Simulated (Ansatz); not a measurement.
System: BN (R3m, No. 160, 2 atoms in the cell; start mp-13150; a measured phase of this formula has another space group). Method: LDA (plane waves, PAW; Ansatz, an electronic-structure program).

Settings: plane-wave cutoff 520 eV, 16×16×16 k mesh, Fermi–Dirac smearing 0.01 eV, scalar-relativistic PAW data made under PBE.

Cell (relaxed at this level):

```cif
data_BN
_chemical_formula_sum 'B1 N1'
_space_group_name_H-M_alt 'P 1'
_space_group_IT_number 1
_cell_length_a 3.53265
_cell_length_b 3.53265
_cell_length_c 3.53265
_cell_angle_alpha 41.249
_cell_angle_beta 41.249
_cell_angle_gamma 41.249
loop_
_space_group_symop_operation_xyz
  'x, y, z'
loop_
_atom_site_label
_atom_site_type_symbol
_atom_site_fract_x
_atom_site_fract_y
_atom_site_fract_z
_atom_site_occupancy
B1 B 0.99974 0.99974 0.99974 1
N1 N 0.33269 0.33269 0.33269 1
```

Question: Estimate the band gap and Γ–Γ gap that the calculation returns.

Answer: 
- band gap: 3.96 eV (on the SCF k mesh)
- Γ–Γ gap: 6.42 eV

Note: the relaxation could not lower the start's symmetry, so the cell can be a saddle point above a distorted one.

Computing time: about 40 core-seconds (a rough figure).

A start named mp-… is a Materials Project structure, which need not be a measured phase.
